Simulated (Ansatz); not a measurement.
The parent structure is GaP in the zinc blende structure (space group F-43m, No. 216; a = 5.438 Å). Axes: x, y, z lie along the cube axes.

All numbers come from PBEsol in Ansatz (plane waves to 420 eV, PAW, without spin-orbit coupling).

A first run, uniaxial strain ε_xx = −0.48 %, gives secant values C11 ≈ 140 GPa and C12 ≈ 61 GPa from its stress. A second run applies isotropic strain +1.55 %.

**Question.** What does linear elasticity predict for the bulk modulus −ΔP/(ΔV/V₀) in the second run, and what does the run give?

**Answer.** Linear elasticity: (C11 + 2 C12)/3 = 87 GPa. The run gives 75 GPa; any difference comes from nonlinear terms at these strains and numerical noise.

Whether these cells are dynamically stable was not tested.

Ansatz is a program for electronic structure.
